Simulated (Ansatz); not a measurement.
The parent structure is CdI$_{2}$ in the CdI2 type structure (space group P-3m1, No. 164; a = 4.2422 Å, c = 6.8225 Å; layered, stacked along the Cartesian z axis). Axes: x lies along a and z along c of the hexagonal cell.

The values are results of PBE-D3(BJ)/PAW in Ansatz (a quantum-chemistry and plane-wave program), no spin-orbit coupling, not measurements.

Before the change:

* **Volume per atom**: 35.44 Å³
* **Smallest direct gap**: 2.57 eV
* **Band gap**: 2.30 eV
* **Gap character**: indirect, k = (0, 0.111, -0.200) in the run's primitive reciprocal basis → k = (0, 0.444, 0.400) in the run's primitive reciprocal basis

It is then changed as follows: compressive biaxial strain of 1.50 % in the plane normal to [001], as in epitaxy on a mismatched substrate; the out-of-plane cell vector and the atoms relax.

What does the calculation give for the volume per atom after the change?

The volume per atom drops by 0.64 Å³ to 34.80 Å³.

How does this affect the smallest direct gap?

The smallest direct gap rises by 0.05 eV (2.57 eV → 2.62 eV).

Predict the new band gap.

The band gap drops by 0.09 eV, from 2.30 eV to 2.21 eV.

What does the calculation give for the gap character after the change?

The gap character goes from indirect, k = (0, 0.111, -0.200) in the run's primitive reciprocal basis → k = (0, 0.444, 0.400) in the run's primitive reciprocal basis to indirect, A → k = (0, 0.444, -0.400) in the run's primitive reciprocal basis.

Spin-orbit coupling, missing from the scalar runs, can matter with I. No phonon test of stability was made.
